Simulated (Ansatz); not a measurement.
**A computed series for ZrO2: pressure series**

Consider ZrO₂ in the fluorite structure (space group Fm-3m, No. 225).

```xyz
3
Lattice="0.0000 2.5579 2.5579 2.5579 0.0000 2.5579 2.5579 2.5579 0.0000" Properties=species:S:1:pos:R:3 pbc="T T T"
Zr     0.0000     0.0000     0.0000
O      1.2790     1.2790     1.2790
O      3.8369     3.8369     3.8369
```

Cell and atoms are relaxed at each pressure.

Level of theory: plane-wave PAW DFT at the PBE level (Ansatz, a quantum-chemistry and plane-wave program, 420 eV), without spin-orbit coupling, earlier PAW set.

| change | band gap | smallest direct gap | lattice parameter a |
|---|---|---|---|
| base | 3.32 eV | 3.75 eV | 5.116 Å |
| pressure −2 GPa | 3.30 eV | 3.72 eV | 5.131 Å |
| pressure −1 GPa | 3.31 eV | 3.73 eV | 5.123 Å |
| pressure 0.9 GPa | 3.33 eV | 3.76 eV | 5.110 Å |
| pressure 2.1 GPa | 3.34 eV | 3.78 eV | 5.101 Å |
| pressure 4.5 GPa | 3.37 eV | 3.81 eV | 5.085 Å |
| pressure 9 GPa | 3.42 eV | 3.88 eV | 5.056 Å |
| pressure 15 GPa | 3.48 eV | 3.95 eV | 5.021 Å |
| pressure 22.5 GPa | 3.54 eV | 4.04 eV | 4.980 Å |
| pressure 30 GPa | 3.60 eV | 4.12 eV | 4.944 Å |

Load acts through the strain it causes; cell and atoms are relaxed under it. Whether these cells are dynamically stable was not tested. Competing high-pressure phases were not computed. This is not the structure that ZrO2 has at room temperature and ambient pressure.
